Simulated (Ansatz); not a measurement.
Here is the system:

```xyz
4
Lattice="1.6511 -5.3454 0.0000 1.6511 5.3454 0.0000 0.0000 0.0000 4.5421" Properties=species:S:1:pos:R:3 pbc="T T T"
P      1.6511     1.0537     2.6688
P      1.6511    -1.0537     1.8733
P      1.6511    -4.2916     4.1444
P      1.6511     4.2916     0.3978
```

No spin polarisation.

Method: r2SCAN+rVV10/PAW in Ansatz (a program for electronic structure), no spin-orbit coupling. Γ-centred 10×10×8 mesh, Fermi–Dirac width 0.05 eV.

Question: Estimate the pressure (mean of the normal stresses, compression positive).

Answer: -0.5 GPa.

Question: Predict the band gap.

Answer: 0.13 eV.

Question: Estimate the space group.

Answer: Cmce (No. 64).

The cells carry an imposed strain or load. No phonon test of stability was made. The cell was made from P in the black-P type structure (space group Cmce, No. 64; layered, stacked along the Cartesian y axis) by this change: uniaxial strain ε_zz = +1.69 %. A zero or small gap of P can be the functional's error rather than a property of the material.
